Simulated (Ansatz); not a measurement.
The reference is K in the bcc (W type) structure (space group Im-3m, No. 229; relaxed with 0.1 eV smearing).

```xyz
1
Lattice="-2.6440 2.6440 2.6440 2.6440 -2.6440 2.6440 2.6440 2.6440 -2.6440" Properties=species:S:1:pos:R:3 pbc="T T T"
K      0.0000     0.0000     0.0000
```

Computed with Kohn–Sham DFT with the PBE functional, run in Ansatz (a quantum-chemistry and plane-wave program) with PAW and 420 eV plane waves, scalar-relativistic without spin-orbit coupling.

Strains are applied to the cell and any free atomic positions relax.

One change was made to it. Results:

```json
[
 {"quantity": "energy relative to the base (free energy F)", "base": "0 meV/atom", "after": "+1.6 meV/atom"},
 {"quantity": "pressure", "base": "0.0 GPa", "after": "-0.1 GPa"}
]
```

Problem. What was done to the base?
A) isotropic strain −3.00 %
B) isotropic strain +1.50 %
C) isotropic strain +2.50 %

Solution. B, isotropic strain +1.50 %. For comparison, the energy relative to the base in the other runs: isotropic strain −3.00 % gives +7.2 meV/atom; isotropic strain +2.50 % gives +4.3 meV/atom.

Whether these cells are dynamically stable was not tested.
